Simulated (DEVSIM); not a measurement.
Device: abrupt Si n-p junction, at 300 K.

Layer 1 from the left is Si, thickness (μm) 46.0, Nd (cm⁻³) 2.2e15, τn (s) 6.9e-5, τp (s) 6.9e-5. Layer 2 from the left is Si, thickness (μm) 26.0, Na (cm⁻³) 2.6e15, τn (s) 6.9e-5, τp (s) 6.9e-5.

Left contact: ohmic. Right contact: ohmic. Voltage is applied to the left contact. Recombination: SRH at mid-gap. Mobility is μmin + (μ − μmin)/(1 + (N/Nref)^α).

Constants are typed, rounded textbook-type inputs, not results; the design itself was drawn at random and stands for no fabricated device. Values at 300 K.

Si: gap (eV) 1.124, affinity (eV) 4.05, permittivity 11.7, Nc (cm⁻³) 2.86e19, Nv (cm⁻³) 3.1e19, μn (cm²/Vs) 1417, μp (cm²/Vs) 470, μn,min 52, μp,min 45, Nref,n 9.7e16, Nref,p 2.2e17, αn 0.68, αp 0.72.

**Question.** Estimate by hand the built-in potential, the peak field at zero bias, the capacitance at 1.5 V, and compare with a numerical solution.

**Answer.** 
- Built-in potential: ni = √(Nc Nv) exp(−Eg/2kT) = 1.08e10 cm⁻³ with Eg = 1.124 eV; Vbi = kT/q ln(Na Nd/ni²) = 0.636 V; numerical 0.636 V.
- Peak field at zero bias: depletion approximation: W = √(2εVbi/(qN)) = 0.831 μm with N = 1.19e15 cm⁻³; field = 2Vbi/W = 15300 V/cm; numerical 14700 V/cm (estimate above by 4.3 %).
- Capacitance at 1.5 V: C = √(qεN / 2(Vbi + |V|)) = 6.80 nF/cm²; numerical 6.89 nF/cm² (estimate below by 1.2 %).

Model (solved in DEVSIM): 1D drift-diffusion, Boltzmann statistics, complete ionisation; no tunnelling, impact ionisation, image-force lowering or self-heating.
